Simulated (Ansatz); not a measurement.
A self-consistent single point of Zr₂Au (I4/mmm, 3 atoms in the cell) with Ansatz (an electronic-structure program).

Computed with PBEsol, PAW files made with PBE (plane waves; Ansatz).

The change in words: lattice scaled by 0.98. Reference geometry:
```
CELL_PARAMETERS angstrom
     -1.65018     1.65018     5.82547
      1.65018    -1.65018     5.82547
      1.65018     1.65018    -5.82547
ATOMIC_POSITIONS crystal
  Zr 0.65970 0.65970 0.00000
  Zr 0.34030 0.34030 0.00000
  Au 0.00000 0.00000 0.00000
```

Reference input (self-consistent single point, DFT, PBEsol, plane waves, PAW files made with PBE): kpoints.mp_grid.grid = 10 10 10; hamiltonian.xc = pbesol; hamiltonian.pseudopotentials = {kind: paw} (the program's default PAW files); scf.occupations.method = fermi_dirac; scf.occupations.width = 0.05 eV. This run's input differs from it in these lines:

```diff
@@ -2,5 +2,5 @@
   lattice:
-    - [-1.65018000, 1.65018000, 5.82547500]
-    - [1.65018000, -1.65018000, 5.82547500]
-    - [1.65018000, 1.65018000, -5.82547500]
+    - [-1.61717600, 1.61717600, 5.70896600]
+    - [1.61717600, -1.61717600, 5.70896600]
+    - [1.61717600, 1.61717600, -5.70896600]
   atoms:
```

Output (repeated stretches shortened):

```
SCF iter   1: F=—  HF=-21305.265014 eV  |F-HF|=—  |Δ(HF+E_count)|=         —  Δρ=5.21e-1  dr2=5.05e2  ethr=3.10e-3  ⟨swp⟩=5.9  Hψ=10549  notcnv=0
all-band conjugate gradients solve this SCF's bands
preconditioner: auto → Kerker (q_TF=auto, 2.583 Å⁻¹)
SCF iter   2: F=—  HF=-21270.197183 eV  |F-HF|=—  |Δ(HF+E_count)|=    3.51e1  Δρ=7.74e-2  dr2=1.89e1  ethr=3.10e-3  ⟨swp⟩=4.0  Hψ=7814  notcnv=0
   [... lines left out ...]
SCF iter   7: F=—  HF=-21267.454130 eV  |F-HF|=—  |Δ(HF+E_count)|=   2.03e-3  Δρ=6.08e-4  dr2=6.45e-4  ethr=2.44e-5  ⟨swp⟩=2.1  Hψ=3327  notcnv=0
SCF iter   8: F=—  HF=-21267.453996 eV  |F-HF|=—  |Δ(HF+E_count)|=   1.34e-4  Δρ=1.22e-4  dr2=2.15e-5  ethr=1.50e-6  ⟨swp⟩=2.0  Hψ=3610  notcnv=0
SCF iter   9: F=—  HF=-21267.453997 eV  |F-HF|=—  |Δ(HF+E_count)|=   1.15e-6  Δρ=7.73e-5  dr2=1.20e-5  ethr=4.99e-8  ⟨swp⟩=1.4  Hψ=2825  notcnv=0
SCF iter  10: F=-21267.453995 eV  HF=-21267.453995 eV  |F-HF|=1.35e-8  |Δ(HF+E_count)|=   2.42e-6  Δρ=4.67e-6  dr2=1.73e-8  ethr=2.33e-10  ⟨swp⟩=5.5  Hψ=14098  notcnv=0
SCF 1 converged in 10 iterations: F = -21267.453995 eV  dr2 = 1.73e-8
Free energy (F): -21267.453995 eV
Internal energy: -21267.439379 eV  (E = F + TS)
E sigma→0 (E₀):  -21267.446687 eV
Entropy (-TS):   -0.014616 eV (-4.872 meV/atom)
Fermi energy:    17.060674 eV
--- Forces (eV/Å), atoms counted from 1 ---
  atom   1  Zr     0.00000000    -0.00000000     0.02680411
  atom   2  Zr    -0.00000000     0.00000000    -0.02680411
  atom   3  Au    -0.00000000     0.00000000     0.00000000
--- Stress (GPa, compression-positive) ---
        4.081326       0.000000      -0.000000
        0.000000       4.081326      -0.000000
        0.000000       0.000000       4.245912
  P = ⅓ Tr σ = 4.1362 GPa (41.362 kbar)
  The stress holds the Pulay correction. Without it, at fixed plane waves, as pw.x and ABINIT print it: P = 4.1188 GPa
```

The run converged in 10 iterations. Against the reference run the free energy is nearly the same (within 1 meV/atom), the pressure goes from -3.85 to 4.14 GPa and the largest force goes from 0.014 to 0.027 eV/Å.

The starting cell comes from a database of computed structures (which also holds hypothetical and non-ambient phases and stackings), without a prior relaxation at this level. For this run, on top of that: lattice scaled by 0.98. With a pressure of about 4 GPa the cell is away from its equilibrium volume at this level. Ansatz's pressure includes its estimate of the finite-basis (Pulay) stress.

Keys are those of Ansatz 0.2.
